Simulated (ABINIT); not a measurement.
Band structure of GaN (F-43m, 2 atoms in the cell).

```yaml
crystal:
  lattice:
    - [0.00000, 2.26000, 2.26000]
    - [2.26000, 0.00000, 2.26000]
    - [2.26000, 2.26000, 0.00000]
  atoms:
    - { symbol: Ga, position: [0.00000, 0.00000, 0.00000] }
    - { symbol: N, position: [0.25000, 0.25000, 0.25000] }
```

Level of theory: PBE, PAW (JTH v2.0 PBE PAW) (plane waves; ABINIT).

Settings: pseudos = [Ga.GGA_PBE-JTH.xml, N.GGA_PBE-JTH.xml]; ecut = 707 eV; pawecutdg = 1415 eV; pawxcdev = 0; ixc = 11; occopt = 3; tsmear = 0.00036749 Ha; ngkpt = 13 13 13; nshiftk = 1; shiftk = 0 0 0; potentials = JTH v2.0 PBE PAW; kptopt = 1; nstep = 60.

The starting cell has typed, rounded lattice constants, without a prior relaxation at this level.

Task: Predict the gap along the standard path and the places of the band edges.

Result: The gap along the path is 1.66 eV, direct at Γ to within 0.01 eV.

Levels in eV from the top of the valence band on the SCF mesh, bands 6 to 13:
```json
[
 {"point": "Γ", "6": "-13.14", "7": "0.00", "8": "0.00", "9": "0.00", "10": "1.66", "11": "10.24", "12": "10.24", "13": "10.24"},
 {"point": "X", "6": "-11.46", "7": "-6.09", "8": "-2.68", "9": "-2.68", "10": "3.34", "11": "6.60", "12": "11.64", "13": "13.86"},
 {"point": "W", "6": "-11.18", "7": "-5.67", "8": "-3.66", "9": "-3.60", "10": "6.19", "11": "8.28", "12": "10.19", "13": "11.07"},
 {"point": "K", "6": "-11.30", "7": "-5.83", "8": "-4.21", "9": "-2.15", "10": "4.97", "11": "7.78", "12": "11.00", "13": "12.75"},
 {"point": "L", "6": "-11.89", "7": "-6.98", "8": "-0.96", "9": "-0.96", "10": "4.57", "11": "8.67", "12": "10.30", "13": "10.30"},
 {"point": "U", "6": "-11.30", "7": "-5.83", "8": "-4.21", "9": "-2.15", "10": "4.97", "11": "7.78", "12": "11.00", "13": "12.75"}
]
```
